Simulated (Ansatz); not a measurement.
## How the bulk modulus of SiC (model structure, started from the NiAs type, P6₃/mmc, No. 194, 4 atoms in the cell) moves with the method

No measured value is used here.

```json
[
 {"level (code)": "LDA (Ansatz)", "value (GPa)": "267", "cell (Å³/atom)": "8.17"},
 {"level (code)": "PBEsol (Ansatz)", "value (GPa)": "…", "cell (Å³/atom)": "8.34"},
 {"level (code)": "r²SCAN (Ansatz)", "value (GPa)": "267", "cell (Å³/atom)": "8.30"}
]
```

Question: Fill in the missing entries.

Answer: 
- PBEsol (Ansatz, a first-principles code), value (GPa): 259

LDA, PBEsol, r²SCAN: the bulk modulus is −V dP/dV from two relaxed cells at ±2 % in volume. Each level is taken at its own relaxed cell. Cutoffs differ between the levels. Ansatz's density-functional and Hartree–Fock values are scalar-relativistic unless marked +SOC, with PAW data made under PBE.

A model structure was made by putting elements into a prototype or built by hand; it is no filed structure, need not be a known phase, and can be a saddle point held by its symmetry.
